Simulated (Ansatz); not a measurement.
The parent structure is ScAl$_{3}$ in the Cu3Au type structure (space group Pm-3m, No. 221; a = 4.072 Å).

Perturbation: B takes the place of Al on all its sites, then cell and atoms are relaxed.

Levels (all Ansatz, a quantum-chemistry and plane-wave program, PAW, earlier PAW set): PBEsol (420 eV, spin-orbit coupling left out); r2SCAN (500 eV, spin-orbit coupling left out).

The geometry is relaxed with PBEsol.

```
Quantity           Value
---------------  -------
PBEsol pressure  0.0 GPa
```

Q: What does r2SCAN give at this geometry for the pressure?

A: The pressure goes from zero to 5.7 GPa.

Single points use the geometry relaxed with PBEsol. Their cutoffs differ, which shifts pressures a little. No phonon test of stability was made. As relaxed here, ScB3 is a hypothetical phase, not in the database extracts checked. All final runs are without spin polarisation.
